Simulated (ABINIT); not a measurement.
# Input and output of a self-consistent single point for Ca2In3Cu (Cm, 6 atoms in the cell) (ABINIT)

Computed with LDA (PW92), PAW (JTH v2.0 LDA PAW) (plane waves; ABINIT).

The input file:

```
# Ca2In3Cu, JTH v2.0 LDA PAW
pp_dirpath "./"
pseudos "Ca.LDA_PW-JTH.xml, In.LDA_PW-JTH.xml, Cu.LDA_PW-JTH.xml"
acell 3*1.0 Angstrom
rprim
         5.6332000000   -2.3855200000    0.0000000000
         5.6332000000    2.3855200000   -0.0000000000
        -5.0342960000   -0.0000000000    5.6660200000
natom 6
ntypat 3
znucl 20 49 29
typat 1 1 2 2 2 3
xcart
         4.6302932929   -0.0000000000    1.6486418394
         1.5803149847   -0.0000000000    3.9941474786
         8.0584495396   -0.0000000000    1.8054772730
         4.8345965589   -0.0000000000    4.9250179044
         1.3073291345   -0.0000000000    0.5460343474
        -1.7146715106   -0.0000000000    4.0787411572
      Angstrom
ecut 30 Ha
pawecutdg 60 Ha
pawxcdev 0
ixc 7
occopt 3
tsmear 0.05 eV
nband 49
kptopt 1
ngkpt 4 4 3
nshiftk 1
shiftk 0 0 0
nstep 60
tolvrs 1.0e-10
prtwf 0
prtden 0
enunit 1
```

The program printed (abridged):

```
 Symmetries : space group Cm (#  8); Bravais mC (1-face-center monocl.)

 -outvars: echo values of preprocessed input variables --------
            acell      1.8897261329E+00  1.8897261329E+00  1.8897261329E+00 Bohr
             ecut      3.00000000E+01 Hartree
           enunit           1
              ixc           7
         kptrlatt        4    0    0      0    4    0      0    0    3
          kptrlen      3.60638359E+01
            natom           6
            nband          49
            ngfft          60      60      72
          ngfftdg          90      90     100
             nkpt          17
            nstep          60
             nsym           2
           ntypat           3
           occopt           3
        pawecutdg      6.00000000E+01 Hartree
         pawxcdev           0
            rprim      5.6332000000E+00 -2.3855200000E+00  0.0000000000E+00
                       5.6332000000E+00  2.3855200000E+00 -0.0000000000E+00
                      -5.0342960000E+00 -0.0000000000E+00  5.6660200000E+00
          spgroup           8
           tolvrs      1.00000000E-10
           tsmear      1.83746627E-03 Hartree
            typat      1  1  2  2  2  3
           useylm           1
             xred      5.4100000000E-01  5.4100000000E-01  2.9097000000E-01
                       4.5526000000E-01  4.5526000000E-01  7.0493000000E-01
                       8.5765000000E-01  8.5765000000E-01  3.1865000000E-01
                       8.1752000000E-01  8.1752000000E-01  8.6922000000E-01
                       1.5910000000E-01  1.5910000000E-01  9.6370000000E-02
                       1.6947000000E-01  1.6947000000E-01  7.1986000000E-01
            znucl       20.00000   49.00000   29.00000

== DATASET  1 ==================================================================

 Exchange-correlation functional for the present dataset will be:
  LDA: Perdew-Wang 92 LSD fit to Ceperley-Alder data - ixc=7
 Citation for XC functional:
  J.P.Perdew and Y.Wang, PRB 45, 13244 (1992)

 Real(R)+Recip(G) space primitive vectors, cartesian coordinates (Bohr,Bohr^-1):
 R(1)= 10.6452053 -4.5079795  0.0000000  G(1)=  0.0469695 -0.1109144  0.0417327
 R(2)= 10.6452053  4.5079795  0.0000000  G(2)=  0.0469695  0.1109144  0.0417327
 R(3)= -9.5134407  0.0000000 10.7072261  G(3)=  0.0000000  0.0000000  0.0933949
 Unit cell volume ucvol=  1.0276446E+03 bohr^3
 Angles (23,13,12)=  1.27706939E+02  1.27706939E+02  4.59028970E+01 degrees

 Coarse grid specifications (used for wave-functions):

 getcut: wavevector=  0.0000  0.0000  0.0000  ngfft=  60  60  72
         ecut(hartree)=     30.000   => boxcut(ratio)=   2.03891

 Fine grid specifications (used for densities):

 getcut: wavevector=  0.0000  0.0000  0.0000  ngfft=  90  90 100
         ecut(hartree)=     60.000   => boxcut(ratio)=   2.00240

   1.11998547E+04                                ecore*ucvol(ha*bohr**3)

_setup2: Arith. and geom. avg. npw (full set) are    8064.813    8064.805

--- !BeginCycle
solver: {iscf: 17, nstep: 60, nline: 4, wfoptalg: 10, }
tolerances: {tolvrs: 1.00E-10, }
...

     iter   Etot(hartree)      deltaE(h)  residm     nres2
 ETOT  1  -437.20486925171    -4.372E+02 5.685E+01 2.921E+02
 ETOT  2  -447.52646635647    -1.032E+01 1.902E-01 3.809E+02
 ETOT  3  -446.97562640530     5.508E-01 5.242E-02 3.589E+01
 ETOT  4  -446.94438015568     3.125E-02 3.071E-02 1.629E+01
 ETOT  5  -446.92332384752     2.106E-02 1.101E-02 6.552E+00
 ETOT  6  -446.90996065730     1.336E-02 8.445E-03 1.038E+00
   [... 9 lines left out ...]
 ETOT 16  -446.90754952791    -2.227E-10 2.486E-04 2.871E-08
 ETOT 17  -446.90754952798    -7.225E-11 2.725E-04 3.454E-08
 ETOT 18  -446.90754952796     2.285E-11 1.460E-04 3.600E-09
 ETOT 19  -446.90754952797    -5.002E-12 1.833E-04 2.569E-10
 ETOT 20  -446.90754952796     1.819E-12 8.673E-05 1.139E-11

 At SCF step   20       nres2   =  1.14E-11 < tolvrs=  1.00E-10 =>converged.

 Cartesian components of stress tensor (hartree/bohr^3)
  sigma(1 1)=  1.66363626E-04  sigma(3 2)=  0.00000000E+00
  sigma(2 2)=  1.85107817E-04  sigma(3 1)=  2.32734819E-07
  sigma(3 3)=  1.77911436E-04  sigma(2 1)=  0.00000000E+00

 ----iterations are completed or convergence reached----

 reduced coordinates (array xred) for    6 atoms
       0.541000000002      0.541000000002      0.290970000000
       0.455259999998      0.455259999998      0.704930000000
       0.857650000000      0.857650000000      0.318650000000
       0.817520000002      0.817520000002      0.869220000000
       0.159100000002      0.159100000002      0.096370000000
       0.169469999996      0.169469999996      0.719860000000
 cartesian forces (eV/Angstrom) at end:
    1     -0.03243347542362    -0.00000000000000    -0.04847029815944
    2      0.00581128916602    -0.00000000000000     0.00470675012103
    3      0.07093511933286    -0.00000000000000     0.11274966479274
    4     -0.04634168688186    -0.00000000000000     0.02057086908673
    5      0.14961516797246    -0.00000000000000    -0.15710709705556
    6     -0.14758641416586    -0.00000000000000     0.06755011121450
 frms,max,avg= 7.3478765E-02 1.5710710E-01  -5.699E-04  0.000E+00  5.406E-04 e/A
 length scales=  1.889726132886  1.889726132886  1.889726132886 bohr
              =  1.000000000000  1.000000000000  1.000000000000 angstroms
 Fermi (or HOMO) energy (eV) =   5.34676   Average Vxc (eV)=  -9.98587
 Eigenvalues (   eV  ) for nkpt=  17  k points:
 kpt#   1, nband= 49, wtk=  0.02083, kpt=  0.0000  0.0000  0.0000 (reduced coord)
-106.40271  -64.24416  -64.22583  -64.19691  -35.74491  -35.72065  -17.05088  -17.01260
 -16.98841  -16.98286  -16.96137  -16.94651   -9.25290   -9.18480   -9.13967   -9.08991
  -9.04350   -8.99121   -8.92153   -8.89122   -8.88305   -8.85469   -8.81387   -8.80455
  -8.76781   -8.70463   -8.69456   -3.00649    0.22178    1.58028    2.36468    2.41217
   2.54369    2.61357    2.74315    3.63834    3.96828    4.49516    5.17324    5.19967
   5.90995    6.66243    7.24313    7.70350    8.22764    8.62388    8.92297    8.96932
   9.63562
 prteigrs : prtvol=0 or 1, do not print more k-points.

--- !EnergyTerms
comment             : Components of total free energy in Hartree
kinetic             :  7.34050783496981E+01
hartree             :  1.48195084291066E+02
xc                  : -3.41148421985480E+01
Ewald energy        : -2.61912584137597E+02
psp_core            :  1.08985682771358E+01
local_psp           : -3.90303926786335E+02
spherical_terms     :  6.92600056707462E+00
internal            : -4.46906621637505E+02
'-kT*entropy'       : -9.27739195758694E-04
total_energy        : -4.46907549376701E+02
total_energy_eV     : -1.21609728760213E+04
...

-Cartesian components of stress tensor (GPa)         [Pressure= -5.1917E+00 GPa]
- sigma(1 1)=  4.89458603E+00  sigma(3 2)=  0.00000000E+00
- sigma(2 2)=  5.44605909E+00  sigma(3 1)=  6.84729362E-03
- sigma(3 3)=  5.23433427E+00  sigma(2 1)=  0.00000000E+00

 Calculation completed.
```

The run converged in 20 iterations.

The starting cell comes from a database of computed structures (which also holds hypothetical and non-ambient phases and stackings), without a prior relaxation at this level. Spin polarisation is off. With a pressure of about -5 GPa the cell is away from its equilibrium volume at this level.

Cost on one core of a shared machine: roughly 20 min.
